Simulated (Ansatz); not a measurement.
Worked example: self-consistent single point of Ta (Im-3m, 1 atom in the cell) in Ansatz (a program for electronic structure).

Level of theory: PBEsol, PAW files made with PBE (plane waves; Ansatz).

```yaml
crystal:
  lattice:
    - [-1.68108, 1.68108, 1.68108]
    - [1.68108, -1.68108, 1.68108]
    - [1.68108, 1.68108, -1.68108]
  atoms:
    - { symbol: Ta, position: [0.00000, 0.00000, 0.00000] }
```

Reference input (self-consistent single point, DFT, PBEsol, plane waves, PAW files made with PBE): basis.ecutwfc = 420 eV; kpoints.mp_grid.grid = 18 18 18; kpoints.mp_grid.shift = 0.5 0.5 0.5; hamiltonian.xc = pbesol; hamiltonian.pseudopotentials = {kind: paw} (the program's default PAW files); scf.occupations.method = gaussian; scf.occupations.width = 0.05 eV. This run's input differs from it in these lines:

Ansatz 0.2 input:
```diff
@@ -10,3 +10,3 @@
 kpoints:
-  mp_grid: { grid: [18, 18, 18], shift: [0.5, 0.5, 0.5] }
+  mp_grid: { grid: [15, 15, 15], shift: [0.5, 0.5, 0.5] }
 hamiltonian:
@@ -15,3 +15,3 @@
 scf:
-  occupations: { method: gaussian, width: 0.05 }
+  occupations: { method: gaussian, width: 0.3 }
 output:
```

Log, with long lists cut:

```
SCF iter   1: F=—  HF=-9807.529456 eV  |F-HF|=—  |Δ(HF+E_count)|=         —  Δρ=4.26e-2  dr2=3.78e-1  ethr=3.10e-3  ⟨swp⟩=5.0  Hψ=6743  notcnv=0
all-band conjugate gradients solve this SCF's bands
preconditioner: auto → none
SCF iter   2: F=—  HF=-9807.384021 eV  |F-HF|=—  |Δ(HF+E_count)|=   1.45e-1  Δρ=1.49e-2  dr2=2.26e-2  ethr=2.91e-3  ⟨swp⟩=2.6  Hψ=3007  notcnv=0  defer=12
SCF iter   3: F=—  HF=-9807.380633 eV  |F-HF|=—  |Δ(HF+E_count)|=   3.39e-3  Δρ=4.68e-3  dr2=1.40e-3  ethr=1.74e-4  ⟨swp⟩=2.1  Hψ=1567  notcnv=0  defer=12
SCF iter   4: F=—  HF=-9807.380725 eV  |F-HF|=—  |Δ(HF+E_count)|=   9.28e-5  Δρ=1.84e-4  dr2=1.60e-6  ethr=1.08e-5  ⟨swp⟩=1.0  Hψ=1306  notcnv=0  defer=12
SCF iter   5: F=—  HF=-9807.380727 eV  |F-HF|=—  |Δ(HF+E_count)|=   1.77e-6  Δρ=2.59e-5  dr2=3.45e-8  ethr=7.69e-10  ⟨swp⟩=6.8  Hψ=6542  notcnv=0
SCF iter   6: F=-9807.380727 eV  HF=-9807.380727 eV  |F-HF|=1.89e-10  |Δ(HF+E_count)|=   1.16e-8  Δρ=2.00e-6  dr2=2.92e-10  ethr=2.66e-10  ⟨swp⟩=2.0  Hψ=3954  notcnv=0
SCF 1 converged in 6 iterations: F = -9807.380727 eV  dr2 = 2.92e-10
Free energy (F): -9807.380727 eV
Internal energy: -9807.318565 eV  (E = F + TS)
E sigma→0 (E₀):  -9807.349646 eV
Entropy (-TS):   -0.062162 eV (-62.162 meV/atom)
Fermi energy:    17.251311 eV
--- Forces (eV/Å), atoms counted from 1 ---
  atom   1  Ta     0.00000000    -0.00000000     0.00000000
--- Stress (GPa, compression-positive) ---
      -12.954490      -0.000000      -0.000000
       -0.000000     -12.954490       0.000000
       -0.000000       0.000000     -12.954490
  P = ⅓ Tr σ = -12.9545 GPa (-129.545 kbar)
  The stress holds the Pulay correction. Without it, at fixed plane waves, as pw.x and ABINIT print it: P = -12.9821 GPa
```

The run converged in 6 iterations. Against the reference run the free energy drops by 30.6 meV/atom and the pressure goes from -13.24 to -12.95 GPa.

The starting cell comes from a database of computed structures (which also holds hypothetical and non-ambient phases and stackings), without a prior relaxation at this level. Its lattice was rescaled by a random factor within 2.5 % of one. Spin polarisation is off. With a pressure of about -13 GPa the cell is away from its equilibrium volume at this level. Ansatz's pressure includes its estimate of the finite-basis (Pulay) stress.
